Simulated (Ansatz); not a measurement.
The starting structures come from a database of crystals and need not be the phases stable at ambient conditions.

 Where the default PAW files enter, the runs use the earlier of Ansatz's two default sets.

By PBEsol, the system below comes out a metal.

The ballistic (Sharvin) conductance counts the channels at the Fermi level: G/A = (e²/h) × channels of both spins per area.

Here is the system:

```
TiGe2
1.0
    5.02450     0.00000     0.00000
    2.51225     4.37960     0.00000
    2.51225     0.00000     4.17972
Ti Ge
2 4
Direct
  0.75000   0.50000   0.50000
  0.50000   0.00000   0.00000
  0.41737   0.50000   0.16526
  0.08263   0.50000   0.83474
  0.83263   0.00000   0.33474
  0.16737   0.00000   0.66526
```

Space group of this cell: Fddd. The cell is strained (lengths along the current scaled by 0.97, ions clamped); by PBEsol its mean pressure is 1.0 GPa.

The current flows along the normal of the first two printed cell vectors. No spin-orbit coupling; the value is a mean over 0.1 eV about the Fermi level.

### Question
Give the ballistic conductance per area that Ansatz (a first-principles code) with PBEsol yields.

### Answer
0.51 × 10¹⁵ S/m² for both spins.
